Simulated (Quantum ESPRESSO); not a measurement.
Input and output of a self-consistent single point for SrCa₃ (P1, 4 atoms in the cell) (Quantum ESPRESSO).

Level of theory: LDA (PZ), spin-orbit coupling, PseudoDojo fully relativistic norm-conserving (PBE) pseudopotentials (plane waves; Quantum ESPRESSO).

```xyz
4
Lattice="0.0000 4.5179 4.5179 4.5179 0.0000 4.5179 4.5179 4.5179 0.0000" Properties=species:S:1:pos:R:3 pbc="T T T"
Sr    -0.0328     0.0012     0.0113
Ca     2.2909     2.2086     2.2482
Ca     6.7538     6.7893     6.7526
Ca     4.5418     4.5545     4.5415
```

Reference input (self-consistent single point, DFT, LDA (PZ), plane waves, GBRV 1.5 ultrasoft (LDA) pseudopotentials): ecutwfc = 40 Ry; ecutrho = 200 Ry; occupations = smearing; smearing = gauss; degauss = 0.0147 Ry; potentials = {Sr: sr_lda_v1.uspp.F.UPF, Ca: ca_lda_v1.uspp.F.UPF}; K_POINTS = automatic 3 3 3 0 0 0; conv_thr = 1e-10 Ry. This run's input differs from it in these lines:

```diff
@@ -12,4 +12,3 @@
     ntyp = 2,
-    ecutwfc = 40,
-    ecutrho = 200,
+    ecutwfc = 70,
     occupations = 'smearing',
@@ -17,2 +16,5 @@
     degauss = 0.0147,
+    noncolin = .true.,
+    lspinorb = .true.,
+    input_dft = 'pz',
 /
@@ -22,4 +24,4 @@
 ATOMIC_SPECIES
-Sr    87.6200  sr_lda_v1.uspp.F.UPF
-Ca    40.0780  ca_lda_v1.uspp.F.UPF
+Sr    87.6200  Sr.upf
+Ca    40.0780  Ca.upf
 ATOMIC_POSITIONS alat
```

The program printed (abridged):

```
     Self-consistent Calculation

     iteration #  1     ecut=    70.00 Ry     beta= 0.70

     Threshold (ethr) on eigenvalues was too large:
     Diagonalizing with lowered threshold

     c_bands:  3 eigenvalues not converged
     c_bands:  2 eigenvalues not converged
     c_bands:  2 eigenvalues not converged
     c_bands:  1 eigenvalues not converged
     c_bands:  2 eigenvalues not converged
     c_bands:  1 eigenvalues not converged
     c_bands:  2 eigenvalues not converged
     c_bands:  1 eigenvalues not converged

     total energy              =    -299.77954055 Ry
     estimated scf accuracy    <       0.00465702 Ry

     iteration #  2     ecut=    70.00 Ry     beta= 0.70

     total energy              =    -299.78033278 Ry
     estimated scf accuracy    <       0.00102590 Ry

     iteration #  3     ecut=    70.00 Ry     beta= 0.70

     total energy              =    -299.78058461 Ry
     estimated scf accuracy    <       0.00021079 Ry

   [... 4 blocks of this kind left out ...]

     iteration #  8     ecut=    70.00 Ry     beta= 0.70

     total energy              =    -299.78063806 Ry
     estimated scf accuracy    <          1.2E-09 Ry

     iteration #  9     ecut=    70.00 Ry     beta= 0.70
     End of self-consistent calculation

     the Fermi energy is     4.7943 ev

!    total energy              =    -299.78063806 Ry
     estimated scf accuracy    <          5.8E-11 Ry
     smearing contrib. (-TS)   =      -0.01437179 Ry
     internal energy E=F+TS    =    -299.76626627 Ry

     convergence has been achieved in   9 iterations

     Forces acting on atoms (cartesian axes, Ry/au):

     atom    1 type  1   force =     0.00248570   -0.00135252   -0.00182592
     atom    2 type  2   force =    -0.00209033    0.00355112    0.00164771
     atom    3 type  2   force =     0.00054796    0.00081614    0.00241477
     atom    4 type  2   force =    -0.00094333   -0.00301475   -0.00223655

     Total force =     0.007267     Total SCF correction =     0.000023

          total   stress  (Ry/bohr**3)                   (kbar)     P=      -19.70
  -0.00013353  -0.00000066   0.00000189          -19.64       -0.10        0.28
  -0.00000066  -0.00013406  -0.00000119           -0.10      -19.72       -0.18
   0.00000189  -0.00000119  -0.00013418            0.28       -0.18      -19.74

   JOB DONE.
```

The run converged in 9 iterations. Against the reference run the pressure hardly changes (-2.00 to -1.97 GPa) and the largest force moves little (0.113 to 0.114 eV/Å). The full log also holds: “c_bands:  3 eigenvalues not converged”. The full log also holds: “c_bands:  2 eigenvalues not converged”.

The starting cell comes from a database of computed structures (which also holds hypothetical and non-ambient phases and stackings), without a prior relaxation at this level. Its atoms were displaced at random from the sites of space group no. 225.

Cost on one core of a shared machine: roughly 6 min.
